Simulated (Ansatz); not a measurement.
Bond-angle distributions (per cent of the angles at each element, bins of 10°) of a relaxed model of amorphous Ti16Si32 at 3.75 g/cm³. All values below come from PBE, scalar-relativistic without spin-orbit coupling (plane waves to 420 eV, PAW; Ansatz, an electronic-structure program).

It comes from a melt-quench run on a machine-learned potential (CHGNet), relaxed afterwards by DFT. The hot cell started wider than the set density and was brought back towards it in steps. It is the lowest in DFT energy of 2 quenches. It is a model cell: composition and starting density were chosen by hand, and all elements were melted together. No dispersion term was used. Its density started from a set value of 3.69 and ended at 3.75 g/cm³. Cooling (nominally 240 K/ps over its main leg) ran many orders faster than in experiment, which tends to leave more defects and strain. Values belong to this one cell and scatter from quench to quench. Volume and shape were free in the relaxation. Stress components on the final sampling reach 0.6 GPa. On a 2×2×2 Γ-centred mesh force components of up to 0.26 eV/Å stay, since the relaxation ran on one k-point at (1/4, 1/4, 1/4).

Cut-offs for bonds: Ti-Ti 3.96 Å, Ti-Si 3.28 Å, Si-Si 2.74 Å.

```json
[
 {"angle (°)": "50-60", "at Ti": "19", "at Si": "9"},
 {"angle (°)": "60-70", "at Ti": "5", "at Si": "19"},
 {"angle (°)": "70-80", "at Ti": "5", "at Si": "11"},
 {"angle (°)": "80-90", "at Ti": "7", "at Si": "8"},
 {"angle (°)": "90-100", "at Ti": "13", "at Si": "6"},
 {"angle (°)": "100-110", "at Ti": "11", "at Si": "7"},
 {"angle (°)": "110-120", "at Ti": "6", "at Si": "11"},
 {"angle (°)": "120-130", "at Ti": "7", "at Si": "10"},
 {"angle (°)": "130-140", "at Ti": "7", "at Si": "7"},
 {"angle (°)": "140-150", "at Ti": "6", "at Si": "6"},
 {"angle (°)": "150-160", "at Ti": "5", "at Si": "3"},
 {"angle (°)": "160-170", "at Ti": "2", "at Si": "2"},
 {"angle (°)": "170-180", "at Ti": "1", "at Si": "1"}
]
```

They go with these counts of neighbours within the cut-offs, cation contacts included: Ti mean 13.9, most often 15; Si mean 7.8, most often 8.
